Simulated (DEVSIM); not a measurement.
System: illuminated In0.53Ga0.47As p-on-n cell, one wavelength, at 300 K.

```
layer (left to right)        material  thickness (μm)  Nd (cm⁻³)  Na (cm⁻³)   τn (s)  τp (s)  absorption coefficient (cm⁻¹)
---------------------  --------------  --------------  ---------  ---------  -------  ------  -----------------------------
1                      In0.53Ga0.47As           0.210          -     7.6e17  3.4e-10  1.4e-9                          51000
2                      In0.53Ga0.47As           0.600     1.5e16          -     2e-9    2e-9                          51000
```

Left contact: ohmic, minority electron recombination velocity 10000 cm/s. Right contact: ohmic, minority hole recombination velocity 7e5 cm/s. Voltage is applied to the left contact. Recombination: SRH at mid-gap, radiative, Auger. Light enters at the left, 8.9e16 photons cm⁻² s⁻¹, one pass, no reflection. Mobility is μmin + (μ − μmin)/(1 + (N/Nref)^α).

This is a model device: material constants are rounded textbook-type values typed into the input, and sizes, dopings and lifetimes were drawn at random. Values at 300 K.

| parameter | In0.53Ga0.47As |
|---|---|
| gap (eV) | 0.74 |
| affinity (eV) | 4.51 |
| permittivity | 13.9 |
| Nc (cm⁻³) | 2.1e17 |
| Nv (cm⁻³) | 7.7e18 |
| μn (cm²/Vs) | 12000 |
| μp (cm²/Vs) | 300 |
| μn,min | 300 |
| μp,min | 10 |
| Nref,n | 1.3e17 |
| Nref,p | 4.9e17 |
| αn | 0.48 |
| αp | 0.4 |
| B (cm³/s) | 9.6e-11 |
| Cn (cm⁶/s) | 5e-29 |
| Cp (cm⁶/s) | 5e-29 |

DEVSIM, 1D drift-diffusion, Boltzmann statistics, complete ionisation; no tunnelling, impact ionisation, image-force lowering or self-heating.

The photon flux was swept, all else fixed.

| photon flux (cm^-2 s^-1) | largest power (mW/cm²) | fill factor | open-circuit voltage (V) | short-circuit current (mA/cm²) |
|---|---|---|---|---|
| 2.7e15 | 0.0118 | 0.35 | 0.082 | 0.411 |
| 8.9e15 | 0.0766 | 0.43 | 0.131 | 1.36 |
| 2.7e16 | 0.366 | 0.50 | 0.176 | 4.11 |
| 8.9e16 | 1.72 | [?] | [?] | [?] |
| 2.7e17 | 6.69 | 0.62 | 0.260 | 41.1 |
| 8.9e17 | 27.1 | 0.67 | 0.299 | 136 |
| 2.7e18 | 95.2 | 0.70 | 0.332 | 411 |

Task: Some entries are withheld; supply them.

Result: 
- 8.9e16, fill factor: 0.57
- 8.9e16, open-circuit voltage (V): 0.222
- 8.9e16, short-circuit current (mA/cm²): 13.6
